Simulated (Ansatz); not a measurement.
For Nb3Si2 (P4/mbm, No. 127, 10 atoms in the cell; start mp-1078996), LDA in Ansatz (plane waves, PAW) gives:

lattice parameter a: 6.665 Å
c axis length: 3.450 Å

What does r²SCAN (Ansatz, a quantum-chemistry and plane-wave program, plane waves, PAW) give for the same quantities?


- lattice constant a: 6.732 Å (goes up by 1.0 %)
- lattice parameter c: 3.504 Å (goes up by 1.6 %)

Changes are worked out from the printed values.

Unless a cell is named, each level is at its own relaxed cell (LDA 15.33, r²SCAN 15.88 Å³/atom).

Caveats: the relaxation could not lower the start's symmetry, so the cell can be a saddle point above a distorted one (LDA, r²SCAN). Ansatz's density-functional and Hartree–Fock values are scalar-relativistic unless marked +SOC, with PAW data made under PBE.

A start named mp-… is a Materials Project structure, which need not be a measured phase.
